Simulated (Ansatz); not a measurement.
**Mg2Ge: pressure −2 GPa**

The parent structure is Mg₂Ge in the anti-fluorite structure (space group Fm-3m, No. 225; a = 6.421 Å).

Perturbation: a negative pressure, −2 GPa.

The values are results of PBE, PAW, 420 eV (Ansatz, a program for electronic structure; no spin-orbit coupling), not measurements. Settings: 9×9×9 k-points, 0.05 eV Fermi–Dirac smearing.

The density decreases by 0.13 g/cm³ to 2.91 g/cm³ and the lattice parameter a increases by 0.0954 Å (6.421 Å → 6.517 Å). The shortest interatomic distance goes up by 0.0413 Å, from 2.780 Å to 2.822 Å and the enthalpy H = E + PV relative to the base's energy is -0.28 eV/atom. The band gap goes up by 0.037 eV (0.17 eV → 0.20 eV) and the gap character stays indirect, Γ → X. The mean gap deformation potential ΔEg/Δln V comes out as +0.8 eV and the width of the top valence band falls by 0.098 eV to 2.56 eV. The electron mass is still 0.55 mₑ along k, 0.19 mₑ across (at X) and the hole mass (degenerate bands, along [100]) goes from 0.071, 0.35, 0.35 mₑ (at Γ) to 0.055, 0.34, 0.34 mₑ (at Γ). The valley order (the lowest conduction-band minima on the path, energy above the VBM, named in the base's zone) goes from X along ⟨100⟩ 0.17 eV; L along ⟨111⟩ 0.94 eV; Γ 0.95 eV to X along ⟨100⟩ 0.20 eV; Γ 0.71 eV; L along ⟨111⟩ 0.76 eV.

Final structure:

```
CELL_PARAMETERS angstrom
      0.00000     3.25828     3.25828
      3.25828     0.00000     3.25828
      3.25828     3.25828     0.00000
ATOMIC_POSITIONS crystal
  Ge 0.00000 0.00000 0.00000
  Mg 0.25000 0.25000 0.25000
  Mg 0.75000 0.75000 0.75000
```

Load acts through the strain it causes; cell and atoms are relaxed under it. Effective masses come from finite differences of ±0.01 Å⁻¹. Along k means along the line from Γ to the band edge. Stability against distortions was not tested. The zero or small gap of Mg2Ge can change with the level of theory.
